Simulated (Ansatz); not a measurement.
Base system: GaN in the zinc blende structure (space group F-43m, No. 216; a = 4.498 Å). Axes: x, y, z lie along the cube axes.

Level of theory: r2SCAN (Ansatz, a quantum-chemistry and plane-wave program; PAW; 500 eV plane waves; without spin-orbit coupling).

Strains are applied to the cell and any free atomic positions relax.

One change was made to it. Results:

```json
[
 {"quantity": "valley order (the lowest conduction-band minima on the path, energy above the VBM, named in the base's zone)", "base": "Γ 2.17 eV; X along ⟨100⟩ 3.77 eV", "after": "Γ 2.76 eV; X along ⟨100⟩ 3.81 eV"},
 {"quantity": "pressure", "base": "0.00 GPa", "after": "20.97 GPa"}
]
```

Q: Which change produced these results?
A) uniaxial strain ε_yy = −4.17 %
B) isotropic strain −2.90 %
C) uniaxial strain ε_yy = −2.52 %

A: B, isotropic strain −2.90 %. For comparison, the valley order in the other runs: uniaxial strain ε_yy = −4.17 % gives Γ 2.33 eV; X along [010] 3.49 eV; X along [001] 3.78 eV; uniaxial strain ε_yy = −2.52 % gives Γ 2.26 eV; X along [010] 3.60 eV.

The levels and masses belong to the bands next to the band gap. No phonon test of stability was made. This is not the structure that GaN has at room temperature and ambient pressure.
